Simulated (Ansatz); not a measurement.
Si3N4: pressure series

Start from Si3N4 (space group P6_3/m, No. 176; a = 7.625 Å, c = 2.910 Å).

Cell and atoms are relaxed at each pressure.

Method: Kohn–Sham DFT with the PBEsol functional, run in Ansatz (an electronic-structure program) with PAW and 420 eV plane waves, scalar-relativistic without spin-orbit coupling.

Candidates:
(a) pressure −2 GPa
(b) pressure 5 GPa
(c) pressure 10 GPa

Base values:

```
Quantity   Result
--------  -------
Band gap  4.19 eV
```

### Question
Order them by band gap, highest first.

### Answer
(c) pressure 10 GPa (4.31 eV), (b) pressure 5 GPa (4.25 eV), (a) pressure −2 GPa (4.16 eV)

Load acts through the strain it causes; cell and atoms are relaxed under it. Whether these cells are dynamically stable was not tested. Competing high-pressure phases were not computed.
